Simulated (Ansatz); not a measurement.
## How the band gap of Ca₃P₂ (Pm-3m, No. 221; start mp-1013547) moves with the method

No measured value is used here.

```
level (code)                        value (eV)
------------------------  --------------------
LDA (Ansatz)                     0.29 (direct)
PBEsol (Ansatz)                  0.38 (direct)
r²SCAN (Ansatz)                  0.95 (direct)
HSE06 (Ansatz)                   1.00 (direct)
PBE0 (Ansatz)                    1.58 (direct)
r²SCAN0 (Ansatz)                 1.89 (direct)
G0W0@PBEsol (Ansatz)      0.96 ± 0.04 (direct)
G0W0@PBEsol+SOC (Ansatz)           0.94 ± 0.04
```

Computed values are for a static lattice.  A ± on a computed value is a rough bar: the spread of its extrapolation, a floor set from checks against published values, or a statistical error. Values are at the PBEsol cell. Cutoffs and k meshes differ between the levels. Ansatz's density-functional and Hartree–Fock values are scalar-relativistic unless marked +SOC, with PAW data made under PBE.

A start named mp-… is a Materials Project structure, which can be a computed phase never made.

Ansatz is a program for electronic structure.
